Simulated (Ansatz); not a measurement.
Results of LDA in Ansatz (plane waves, PAW) for GaSb (I-4m2, No. 119, 2 atoms in the cell; start mp-1224785; a measured phase of this formula has another space group).

Run with plane-wave cutoff 520 eV, 20×20×20 k mesh, Fermi–Dirac smearing 0.05 eV, scalar-relativistic PAW data made under PBE.

Cell (relaxed at this level):

```xyz
2
Lattice="-2.6950 2.6950 1.5325 2.6950 -2.6950 1.5325 2.6950 2.6950 -1.5325" Properties=species:S:1:pos:R:3 pbc="T T T"
Ga     0.0000     2.6950     0.7662
Sb     0.0000     0.0000     0.0000
```

Task: Estimate the bulk modulus that the calculation returns.

Result: 
* **bulk modulus**: 65.0 GPa

The run finds no gap.

Note: the bulk modulus is −V dP/dV from two relaxed cells at ±2 % in volume; the relaxation could not lower the start's symmetry, so the cell can be a saddle point above a distorted one.

Spin–orbit coupling is not included; it can open a gap where bands touch, and shift volumes and moduli.

Computed values are for the static lattice.

A start named mp-… is a Materials Project structure, which need not be a measured phase.

Ansatz is an electronic-structure program.
